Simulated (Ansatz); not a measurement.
The Bader charge of O in a series of structures.

Cell A: a supercell of 36 sites of Ti (hcp, P6₃/mmc) with O off the lattice sites (6 Ti at 2.08 Å); spin state with PBE: run without spin, k-point mesh 5×5×4.
```xyz
37
Lattice="8.8196 0.0000 0.0000 -4.4098 7.6380 0.0000 0.0000 0.0000 9.3075" Properties=species:S:1:pos:R:3 pbc="T T T"
Ti     0.0023    -0.0018     0.0011
Ti    -0.0085     1.6928     2.3256
Ti    -0.0054     0.0027     4.6440
Ti    -0.0127     1.6903     7.0031
Ti    -1.4706     2.5495     0.0011
Ti    -1.4707     4.2397     2.3247
Ti    -1.4706     2.5405     4.6440
Ti    -1.4706     4.2487     6.9893
Ti     5.8869     5.0965     0.0002
Ti    -2.9437     6.7911     2.3247
Ti     5.8911     5.0989     4.6303
Ti    -2.9359     6.7866     6.9893
Ti     2.9391    -0.0091     0.0002
Ti     2.9392     1.6864     2.3318
Ti     2.9392    -0.0140     4.6303
Ti     2.9393     1.6940     7.0189
Ti     1.4598     2.5405    -0.0060
Ti     1.4598     4.2487     2.3319
Ti     1.4664     2.5442     4.6145
Ti     1.4664     4.2450     7.0189
Ti    -0.0085     5.0964     0.0002
Ti     0.0023     6.7910     2.3247
Ti    -0.0127     5.0989     4.6303
Ti    -0.0054     6.7865     6.9893
Ti     5.8759    -0.0018     0.0011
Ti     5.8869     1.6927     2.3256
Ti     5.8837     0.0026     4.6440
Ti     5.8911     1.6903     7.0031
Ti     4.4186     2.5405    -0.0060
Ti     4.4186     4.2487     2.3318
Ti     4.4121     2.5443     4.6145
Ti     4.4120     4.2449     7.0189
Ti     2.9392     5.1028    -0.0060
Ti     2.9391     6.7983     2.3256
Ti     2.9393     5.0953     4.6145
Ti     2.9392     6.8032     7.0031
O      2.9391     3.3946     5.8167
```

Cell B: TiO2 (rutile, P4₂/mnm), 6 atoms in the cell; spin state with PBE: run without spin, k-point mesh 12×8×8 on the run's own vectors.
```cif
data_O4Ti2
_chemical_formula_sum 'Ti2 O4'
_space_group_name_H-M_alt 'P 1'
_space_group_IT_number 1
_cell_length_a 2.96385
_cell_length_b 4.64333
_cell_length_c 4.64333
_cell_angle_alpha 90.000
_cell_angle_beta 90.000
_cell_angle_gamma 90.000
loop_
_space_group_symop_operation_xyz
  'x, y, z'
loop_
_atom_site_label
_atom_site_type_symbol
_atom_site_fract_x
_atom_site_fract_y
_atom_site_fract_z
_atom_site_occupancy
Ti1 Ti 0.00000 0.50000 0.50000 1
Ti2 Ti 0.50000 0.00000 0.00000 1
O1 O 0.50000 0.69487 0.69487 1
O2 O 0.50000 0.30513 0.30513 1
O3 O 0.00000 0.80513 0.19487 1
O4 O 0.00000 0.19487 0.80513 1
```

Plane-wave PAW calculations with Ansatz (a first-principles code), its default PAW set, cutoff 420 eV. The structures are at rest with PBE, within the held lattices. Neutral cells; Fermi-Dirac smearing of at most 0.10 eV in the solids, energies taken to zero width. Larger cells are relaxed from a start prepared with the learned potential CHGNet, on a coarser mesh till forces fall under 0.03 eV/Å, which some starts already meet. Cells are local rest points, mostly with their start's symmetry. Values are for these cell sizes. A dispersion term ran beside these levels; it doesn't touch the electrons. Electrons of density maxima off the nuclei are shared among the atoms. Mean over the atoms, with the range where they differ; positive means electrons lost.

### Question
What does PBE give for the Bader charge of O of each cell (e)?

### Answer
```csv
system,PBE
A,-1.47
B,-1.14
```

With PBE the value of B exceeds that of A by 0.33 e.
